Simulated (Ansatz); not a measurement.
# rock-salt TaN (0 0 1) on beta Ga2O3 (0 0 1) (film strained to the substrate, faces as cut)

A periodic stack without vacuum, rock-salt TaN (0 0 1) on beta Ga2O3 (0 0 1) (film strained to the substrate, faces as cut): substrate slab Ga16O28, film N24Ta24, surface cells [[0, -1], [2, 0]] and [[1, 0], [5, 4]], film strained by -1.3 and -0.3 %, faces O/O and NTa/NTa as cut (like faces can put a slab off its formula).

The start was prepared with a machine-learned potential, and the result is one local minimum, with the in-plane cell held and forces under 0.04 eV/Å; the film can end far from its bulk form.

The numbers are results of PBE (plane waves to 420 eV, PAW; Ansatz, a quantum-chemistry and plane-wave program), not measurements. Scalar-relativistic, without spin–orbit coupling; the runs are not spin-polarised; PBE gaps are too small against experiment. Its k-point mesh 9×2×1, Fermi–Dirac width 0.05 eV.

* **interface area**: 38.4 Å²
* **period**: 26.85 Å
* **gaps between the outermost planes at the two interfaces**: 1.09 and 1.44 Å
* **O–Ta contacts across the interfaces within 1.22 times the sum of covalent radii**: 11, mean 2.09 Å
* **Ga–Ta contacts across the interfaces within 1.22 times the sum of covalent radii**: 5, mean 3.38 Å

```xyz
92
Lattice="3.0832 -0.0002 -0.0370 3.0828 12.4544 -0.1488 0.0634 4.4288 26.8133" Properties=species:S:1:pos:R:3 pbc="T T T"
Ga     2.6574    10.7150     2.8060
Ga     1.6662     4.0948     2.8401
Ga     1.4627     1.3483     5.2390
Ga     2.8532     7.6803     5.2557
Ga     4.3867    10.6320     5.7778
Ga     3.0605     4.3498     5.7450
Ga     3.1083     1.1990     2.2328
Ga     4.1458     7.8137     2.3362
Ga     3.0304     9.0913     8.5578
Ga     1.4049     2.8447     8.5083
Ga     4.4742    12.4370    10.9522
Ga     3.0826     6.3176    10.8651
Ga     4.6699     9.1971    11.4972
Ga     2.9374     2.9731    11.3851
Ga     2.9290    12.3414     7.9535
Ga     1.4784     6.1206     7.9385
O      2.8171    11.0224     4.6616
O      1.5281     4.7164     4.6125
O      1.5120     0.7500     3.4505
O      2.7356     7.1946     3.4745
O      2.7190    11.8462     1.2965
O      1.8643     5.0854     1.2381
O      1.7561     1.8536     0.9963
O      2.4829     7.8716     1.1153
O      3.0085     2.3692     5.5165
O      4.3984     8.6845     5.5165
O      4.2012     9.6940     2.6225
O      3.2097     3.1038     2.7587
O      3.0775     9.6279    10.3478
O      1.4104     3.3169    10.3391
O      4.4824    12.0316     9.1325
O      3.0372     5.7485     9.1033
O      2.9423    10.4496     7.2585
O      1.4476     4.2017     7.2219
O      4.4697    12.5295     6.5101
O      2.9880     6.2813     6.5196
O      6.0130    13.4432    11.2339
O      4.6301     7.2707    11.1798
O      4.5685     8.0650     8.2893
O      2.9444     1.8399     8.3502
O      3.2405     8.9435    12.8337
O      0.8741     2.9067    12.9963
O      4.5972    11.1358    12.3821
O      2.9957     4.9931    12.1928
N      0.5229     5.0404    16.9877
N      3.5619     8.2042    16.7627
N      3.5906    11.2344    16.0563
N      3.6445    14.3451    16.6931
N      2.2075     3.5913    14.9518
N      1.9219     6.3512    14.6067
N      1.8310     9.5613    14.7878
N      5.3210    12.9146    14.4273
N      0.5729     4.9981    21.3230
N      3.6420     8.0600    21.1819
N      3.6482    11.1200    21.2399
N      3.6662    14.2375    21.6627
N      5.1812    15.5943    19.3202
N      2.0927     6.4387    19.2293
N      2.0790     9.5963    19.2672
N      5.1679    12.7497    19.5112
N      0.6134     4.9381    25.7963
N      3.6445     8.0711    25.8091
N      3.7344    11.0810    25.7881
N      3.8822    14.2910    26.2689
N      5.2233    15.8089    23.8093
N      2.1332     6.4445    23.7686
N      2.1387     9.5561    23.8561
N      5.2380    12.6583    23.8421
Ta     2.1006     3.5699    17.0920
Ta     2.0237     6.5630    16.8982
Ta     2.0254     9.8868    16.9433
Ta     5.1899    12.6778    16.6050
Ta     0.5599     4.7780    14.0743
Ta     3.4772     7.9594    14.7120
Ta     3.1874    10.8675    14.0274
Ta     3.7613    14.3797    14.6233
Ta     5.2276    15.8559    21.4910
Ta     2.0993     6.5387    21.5800
Ta     2.0989     9.6169    21.5421
Ta     5.2131    12.6484    21.6399
Ta     0.5663     4.7396    19.1821
Ta     3.6142     8.0216    18.9172
Ta     3.6184    11.2060    19.0412
Ta     3.6244    14.0892    18.7622
Ta     5.4651    15.7576    26.0452
Ta     2.0683     6.5071    25.9515
Ta     2.1078     9.5856    26.2106
Ta     5.3814    12.8035    25.9822
Ta     0.5968     4.8518    23.6108
Ta     3.6663     8.0330    23.5389
Ta     3.6969    11.0791    23.5835
Ta     3.6982    14.2603    23.9195
```
